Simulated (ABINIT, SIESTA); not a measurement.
An ABINIT input for a self-consistent single point of BaS₃ (P-42_1m, 8 atoms in the cell) (DFT, PBEsol, plane waves, norm-conserving pseudopotentials (PseudoDojo nc-sr-04 PBEsol standard)):

```
# BaS3, PseudoDojo nc-sr-04 PBEsol standard
pp_dirpath "./"
pseudos "Ba.upf, S.upf"
acell 12.8745547987 12.8745547987 7.8077625319
rprim
         1.0000000000    0.0000000000    0.0000000000
         0.0000000000    1.0000000000    0.0000000000
         0.0000000000    0.0000000000    1.0000000000
natom 8
ntypat 2
znucl 56 16
typat 1 1 2 2 2 2 2 2
xred
         0.5000000000    0.5000000000    0.0000000000
         0.0000000000    0.0000000000    0.0000000000
         0.6778800000    0.8221200000    0.4751900000
         0.8221200000    0.3221200000    0.5248100000
         0.3221200000    0.1778800000    0.4751900000
         0.1778800000    0.6778800000    0.5248100000
         0.5000000000    0.0000000000    0.2115100000
         0.0000000000    0.5000000000    0.7884900000
ecut 56 Ry
occopt 3
tsmear 0.05 eV
nband 36
kptopt 1
ngkpt 3 3 5
nshiftk 1
shiftk 0 0 0
nstep 60
toldfe 1.0e-09
prtwf 0
prtden 0
prtvol 1
enunit 2
```

Question: Give the SIESTA input for the same structure, mesh, smearing and functional.

Answer: This is the input that was run; spellings and numerical settings could be chosen otherwise.

```
# files in the folder: Ba.psml S.psml (PseudoDojo PBEsol standard)
SystemName  BaS3
SystemLabel bas3

NumberOfAtoms                8
NumberOfSpecies              2
%block ChemicalSpeciesLabel
  1 56 Ba
  2 16 S
%endblock ChemicalSpeciesLabel
LatticeConstant              1.0 Ang
%block LatticeVectors
     6.812921000    0.000000000    0.000000000
     0.000000000    6.812921000    0.000000000
     0.000000000    0.000000000    4.131690000
%endblock LatticeVectors
AtomicCoordinatesFormat      Ang
%block AtomicCoordinatesAndAtomicSpecies
     3.406460500    3.406460500    0.000000000  1
     0.000000000    0.000000000    0.000000000  1
     4.618342887    5.601038613    1.963337771  2
     5.601038613    2.194578113    2.168352229  2
     2.194578113    1.211882387    1.963337771  2
     1.211882387    4.618342887    2.168352229  2
     3.406460500    0.000000000    0.873893752  2
     0.000000000    3.406460500    3.257796248  2
%endblock AtomicCoordinatesAndAtomicSpecies

XC.functional                GGA
XC.authors                   PBEsol
PAO.BasisSize                DZP
PAO.EnergyShift              0.01 Ry
MeshCutoff                   300 Ry
%block kgrid.MonkhorstPack
    3   0   0  0.0
    0   3   0  0.0
    0   0   5  0.0
%endblock kgrid.MonkhorstPack
OccupationFunction           FD
ElectronicTemperature        50.0 meV

MaxSCFIterations             150
SCF.Mixer.Method             Broyden
SCF.Mixer.Weight             0.25
SCF.Mixer.History            8
SCF.DM.Tolerance             1.0E-05
Diag.ParallelOverK           true
WriteForces                  true
Charge.Mulliken              end
```

Basis settings and potentials, where a program has them, do not carry over. This input uses DFT, GGA PBEsol, numerical atomic orbitals DZP, PseudoDojo PBEsol standard norm-conserving potentials (rewritten from UPF to PSML).

The starting cell comes from a database of computed structures (which also holds hypothetical and non-ambient phases and stackings), without a prior relaxation at this level. For this run, on top of that: lattice scaled by 0.98.
